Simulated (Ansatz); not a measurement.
Results of r²SCAN (Ansatz, a program for electronic structure, plane waves, PAW) for C (model structure, started from the Ge type, P4₃2₁2, No. 96, 12 atoms in the cell).

Run with plane-wave cutoff 560 eV, 8×8×8 k mesh, Fermi–Dirac smearing 0.01 eV, scalar-relativistic PAW data made under PBE.

Cell (relaxed at this level):

```cif
data_C12
_chemical_formula_sum 'C12'
_space_group_name_H-M_alt 'P43212'
_space_group_IT_number 96
_space_group_name_Hall 'P 4nw 2abw'
_cell_length_a 3.79548
_cell_length_b 3.79548
_cell_length_c 4.67206
_cell_angle_alpha 90.000
_cell_angle_beta 90.000
_cell_angle_gamma 90.000
loop_
_atom_site_label
_atom_site_type_symbol
_atom_site_symmetry_multiplicity
_atom_site_Wyckoff_symbol
_atom_site_fract_x
_atom_site_fract_y
_atom_site_fract_z
_atom_site_occupancy
C1 C 4 a 0.07604 0.07604 0.00000 1
C2 C 8 b 0.16705 0.37886 0.21637 1
```

Task: Predict the band gap and smallest direct gap on the k points sampled.

Result: 
* **band gap**: 5.37 eV (indirect)
* **smallest direct gap on the k points sampled**: 5.91 eV

Note: the relaxation could raise the start's symmetry but not lower it, so the cell can be a saddle point.

It cost very roughly 70 core-seconds of CPU time.

A model structure was made by putting elements into a prototype or built by hand; it is no filed structure, need not be a known phase, and can be a saddle point held by its symmetry.
